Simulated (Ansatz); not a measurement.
Base system: HgTe in the zinc blende structure (space group F-43m, No. 216; a = 6.435 Å). Axes: x, y, z lie along the cube axes.

Level of theory: LDA (Ansatz, a first-principles code), scalar-relativistic without spin-orbit coupling.

For the base:

* **Shortest interatomic distance**: 2.786 Å
* **Pressure**: 0.0 GPa
* **Band gap**: zero

It is then changed as follows: biaxial strain −1.00 %, plane normal [001], relaxed out of plane (Cartesian); in-plane vectors clamped, the third vector and the atoms free.

Q: Estimate the effect on the energy relative to the base, shortest interatomic distance, pressure and band gap.

A: The energy rises by 0.9 meV/atom; the shortest interatomic distance shrinks by 0.005 Å to 2.781 Å; the pressure (mean of the normal stresses, compression positive) goes from zero to 0.3 GPa; the band gap stays zero.

Spin-orbit coupling, missing from the scalar runs, can matter with Hg and Te. No phonon test of stability was made. The final runs are not spin-polarised. The zero or small gap of HgTe can change with the level of theory.
